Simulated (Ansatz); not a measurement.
GaAs: energy against strain

GaAs (zinc blende, F-43m, 22.746 Å³/atom at rest) under an equal strain ε in the (111) plane with the normal axis free, as in a coherent film. r2SCAN in Ansatz, a plane-wave DFT program (PAW, default set), 500 eV, 10×10×10 Γ-centred mesh, Fermi-Dirac smearing 0.05 eV; ions are relaxed within the symmetry of each cell.

Here s stands for strain and y for E less E0.

| strain (%) | E less E0 (meV/atom) |
|---|---|
| -1.25 | 3.93 |
| -0.83 | 1.71 |
| -0.42 | 0.44 |
| 0.00 | 0.00 |
| 0.42 | 0.42 |
| 0.83 | 1.64 |
| 1.25 | 3.68 |
| 2.50 | ? |

Fit y of the 7 rows that show it with a parabola. Least squares gives y = -0.001 - 0.0781·s + 2.4350·s². Residuals (row less fit): 0.029, -0.031, -0.021, 0.001, 0.024, 0.028, -0.026; standard error 0.033 (degrees of freedom: 4). Twice the quadratic coefficient over the volume, 2 × 2.4350 meV × 10⁴ × 0.1602 / 22.746 Å³, is twice the biaxial elastic modulus of this plane = 343 ± 3 GPa.

Problem. Estimate the missing y (s = 2.50); what did the run itself give?

Solution. y = -0.001 - 0.0781 × 2.50 + 2.4350 × 2.50² = 15.023 meV/atom. The calculation gives 14.27 meV/atom, 0.753 meV/atom below the prediction (5.3 % of the range of y in the table). The row lies outside the fitted rows, so this is an extrapolation. From the scatter of the fitted rows alone, a prediction at this place has a standard error of 0.126 meV/atom, so the miss is 6.0 times that.

One order more, fitted to all 13 runs of the series, follows each within 0.01, so the miss is the next term of a smooth law. Rows are the converged runs of the series near zero and its far end; series whose fitted rows scatter by over a few per cent of the range, as at a crossing or softening among them, aren't shown in this form. Most that stay on the fit to the last digits aren't either.
